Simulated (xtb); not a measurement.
xtb 6.7.1, GFN2-xTB: COc1ccc(-c2cc(C)c(-c3cccc(SC)c3)s2)cc1, 40 atoms. The geometry is a generated start, not checked to be a minimum at this level.

```json
{
  "method": "GFN2-xTB",
  "--acc": "1 (default)",
  "--etemp (K)": "300 (default)",
  "detailed input (--input)": "none: ANC optimiser, Lindh (1995) Hessian, microcycle=20, maxdispl=1.0, hlow=0.01 (default)",
  "basis_functions": "118",
  "valence_electrons": "112"
}
```

The structure is relaxed from this start with --opt LEVEL for the levels crude, sloppy, loose, lax, normal, tight, vtight, extreme, once each. Up to the end of the extreme run atoms move by at most 1.4 Å along an axis.

Which level is enough to come within 5 meV of the tightest end point?

lax: 42 cycles against 68, ending 2.8 meV above.

```
level    cycles  energy above the extreme run (meV)  gradient norm (eV/Å)
-------  ------  ----------------------------------  --------------------
crude         4                                 180                  0.29
sloppy       26                                  31                  0.30
loose        34                                  11                  0.15
lax          42                                 2.8                 0.076
normal       48                                 1.4                 0.023
tight        63                               0.017                0.0090
vtight       67                          under 0.01                0.0024
extreme      68                                   —                0.0015
```
